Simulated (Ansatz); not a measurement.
The starting structures come from a database of crystals and need not be the phases stable at ambient conditions.

**Evanescent states of SbIrS (P2_13, 12 atoms a cell, 18.7 Å³ an atom, -3 GPa at this level) along the normal of (110)**

Level of theory: PBEsol (plane waves, PAW; Ansatz, a quantum-chemistry and plane-wave program).

The gap is the functional's own, uncorrected, and κ follows it; spin-orbit coupling is left out. Mid-gap means the computed energy nearest the middle.

Energies count from the valence-band top; κ is the least over a 6×4 mesh across the current.

```csv
E (eV),κ (1/Å),where
0.04,0.056,off Γ
0.12,0.099,off Γ
0.20,0.125,off Γ
0.28,0.145,off Γ
0.36,[?],off Γ
0.44,[?],off Γ
0.52,[?],off Γ
0.60,[?],off Γ
0.68,[?],off Γ
0.76,[?],off Γ
0.84,[?],off Γ
0.92,[?],off Γ
1.00,[?],off Γ
1.08,[?],off Γ
1.16,0.154,off Γ
1.24,0.137,off Γ
1.32,0.111,off Γ
1.40,0.067,off Γ
```

Task: Complete the blanks.

Result: 
- 0.36, κ (1/Å): 0.160
- 0.44, κ (1/Å): 0.173
- 0.52, κ (1/Å): 0.184
- 0.60, κ (1/Å): 0.193
- 0.68, κ (1/Å): 0.200
- 0.76, κ (1/Å): 0.198
- 0.84, κ (1/Å): 0.193
- 0.92, κ (1/Å): 0.189
- 1.00, κ (1/Å): 0.180
- 1.08, κ (1/Å): 0.168
